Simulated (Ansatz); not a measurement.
The structure below was relaxed with DFT with PBEsol, PAW potentials and a 420 eV plane-wave cutoff in Ansatz (a program for electronic structure), no spin-orbit coupling, earlier PAW set.

```yaml
crystal:
  lattice:
    - [0.00000, 3.16271, 3.16271]
    - [3.16271, 0.00000, 3.16271]
    - [3.16271, 3.16271, 0.00000]
  atoms:
    - { symbol: Si, position: [0.00000, 0.00000, 0.00000] }
    - { symbol: Mg, position: [0.25000, 0.25000, 0.25000] }
    - { symbol: Mg, position: [0.75000, 0.75000, 0.75000] }
```

Task: Find the space group and the Wyckoff positions.

Result: Space group Fm-3m (No. 225); a = 6.325 Å, b = 6.325 Å, c = 6.325 Å, α = 90.00°, β = 90.00°, γ = 90.00°

```json
[
 {"atom": "Si", "site": "4a", "symmetry": "m-3m", "x": "0.0000", "y": "0.0000", "z": "0.0000"},
 {"atom": "Mg", "site": "8c", "symmetry": "-43m", "x": "0.2500", "y": "0.2500", "z": "0.2500"}
]
```

Task: Describe the coordination.

Result: The crystal has 12 atoms in its conventional cell. Conventional cell: a = 6.3254 Å, b = 6.3254 Å, c = 6.3254 Å, α = 90.00°, β = 90.00°, γ = 90.00°. Si is coordinated by 8 Mg at 2.739 Å (cubic). Mg is surrounded by 4 Si at 2.739 Å (tetrahedral). (Neighbours: up to the widest gap in distance over summed covalent radii, below 1.35, at either atom; cation-cation and far metal-metal contacts left out.)

No phonon test of stability was made. The cell was made from Mg2Sn by this change: Sn → Si.
